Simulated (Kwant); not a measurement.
Model system: wire with a side stub in a GaN two-dimensional gas. Effective mass 0.22 mₑ, grid spacing 5 nm, hard walls, nominal width 150 nm (29 grid rows, so walls 150 nm apart), one parabolic valley, scattering region 450 nm long along x; energies count from the band bottom; Fermi energy swept from 6.0773e-05 to 0.00072167 eV. Closed stub on one side, 110 nm wide and 130 nm deep.

Constants are typed, rounded textbook-type inputs, not results; the design itself was drawn at random and stands for no fabricated device.

Computed with Kwant: effective-mass tight-binding model on a square grid, one spin, coherent transport at 0 K. Conductance is in e²/h.

How many channels do the leads carry at E = 0.416, 0.505 meV?

The hard-wall thresholds are n² ħ²π²/(2mW²) = n² × 0.0760 meV with W = 150 nm. √(0.416/0.0760) = 2.34, so 2. √(0.505/0.0760) = 2.58, so 2.
